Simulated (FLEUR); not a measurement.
Band structure of ErBPd3 (Pm-3m, 5 atoms in the cell).

```
CELL_PARAMETERS angstrom
      4.30472     0.00000     0.00000
      0.00000     4.30472     0.00000
      0.00000     0.00000     4.30472
ATOMIC_POSITIONS crystal
  Er 0.00000 0.00000 0.00000
  B  0.50000 0.50000 0.50000
  Pd 0.00000 0.50000 0.50000
  Pd 0.50000 0.00000 0.50000
  Pd 0.50000 0.50000 0.00000
```
Moments meant for the start (each program seeds them in its own way; μB, in the order of the atoms Er B Pd Pd Pd): 3.0 0.0 0.0 0.0 0.0.

Method of the run: LDA (Perdew-Zunger), all-electron FLAPW (FLEUR), scalar-relativistic valence.

Settings: Kmax = 4.5 1/bohr; GmaxXC = 13.5 1/bohr; xcFunctional = pz; jspins = 2; l_soc = F; mode = hist; fermiSmearingEnergy = 0.00367493 Htr; mesh (inpgen div1-3) = 5 5 5; inpgen gamma flag = false; Gmax = 13.5 1/bohr; numbands = 0; maxIterBroyd = 25; imix = Anderson; alpha = 0.05.

The starting cell comes from a database of computed structures (which also holds hypothetical and non-ambient phases and stackings), without a prior relaxation at this level. Spin-orbit coupling is off. The f electrons are in the valence without U or exact exchange, which can misplace them near the Fermi level. Spin-orbit terms, which matter for f shells, are left out. Values depend on the basis (sphere radii, cutoffs, local orbitals), which need not be converged.

Levels in eV from the Fermi level, bands 35 to 42 of the first spin channel:
```csv
point,35,36,37,38,39,40,41,42
Γ,-1.62,-1.62,-1.32,-1.32,-1.32,2.45,2.45,5.50
X,-1.74,-1.72,-1.62,0.53,0.53,2.32,3.35,3.35
M,-1.73,-1.60,-1.28,-0.31,-0.31,2.35,2.65,2.65
R,-1.74,-1.74,0.52,0.52,0.52,0.65,0.65,0.65
```
